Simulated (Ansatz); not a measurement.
**KBr, pressure series**

Base system: KBr in the rock salt structure (space group Fm-3m, No. 225; a = 6.705 Å).

Cell and atoms are relaxed at each pressure.

Calculations: DFT with PBE, PAW potentials and a 420 eV plane-wave cutoff in Ansatz (a program for electronic structure), spin-orbit coupling left out.

Candidates:
(a) pressure 1.5 GPa
(b) pressure 5 GPa
(c) pressure −2 GPa
(d) pressure 10 GPa

Base values:

| Quantity | Result |
|---|---|
| Band gap | 4.31 eV |

Order them by band gap, highest first.

(d) pressure 10 GPa (5.33 eV), (b) pressure 5 GPa (4.95 eV), (a) pressure 1.5 GPa (4.55 eV), (c) pressure −2 GPa (3.65 eV)

Load acts through the strain it causes; cell and atoms are relaxed under it. No phonon test of stability was made. No other phases were tried under pressure.
